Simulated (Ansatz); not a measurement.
Start from Si in the diamond structure (space group Fd-3m, No. 227; a = 5.444 Å).

The values are results of r2SCAN (Ansatz, a first-principles code, PAW, no SOC), not measurements.

Before the change:

The density is 2.31 g/cm³ and the band gap is 0.78 eV.

Modification: cell and atoms relaxed at a pressure of 0.7 GPa.

### Question
Predict the new density.

### Answer
The density goes up by 0.02 g/cm³ to 2.33 g/cm³.

### Question
Estimate the effect on the band gap.

### Answer
The band gap shrinks by 0.013 eV to 0.76 eV.

Load acts through the strain it causes; cell and atoms are relaxed under it. No phonon test of stability was made.
